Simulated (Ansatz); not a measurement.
System: interstitial F in anatase TiO2 (charge state -1). These are PBE, PAW (plane waves to 420 eV; Ansatz, a program for electronic structure) values and carry that method's errors.

Settings: 108 host sites, the relaxed PBE lattice, the Γ point alone, smearing 0.01 eV, spin-restricted, no image-charge correction. No zero-point or tunnelling terms. The charge state is imposed; whether it is stable for some Fermi level was not computed. Sites that were not tried may lie lower.

Barriers: single points on a 2×2×2 k-point mesh shifted by half a step at the bands' geometries.

The step: several atoms move together, F the farthest; the atom moves 1.59 Å along (0.23, 0.23, -0.11) of the unit cell; the moving atom starts with neighbours O at 2.19, 2 O at 2.35, O at 2.56, 2 O at 2.62; 2 Ti at 2.07 Å and ends with O at 2.19, 2 O at 2.35, O at 2.56, 2 O at 2.62; 2 Ti at 2.07 Å.

What is the computed migration barrier of this step (PBE, PAW)?

0.31 eV, the same both ways. At the saddle the moving atom has neighbours 2 O at 2.26, 2 O at 2.51; Ti at 1.93 Å. The saddle point's order was not checked, and it lies on a symmetry element of the cell, where a band can be held.
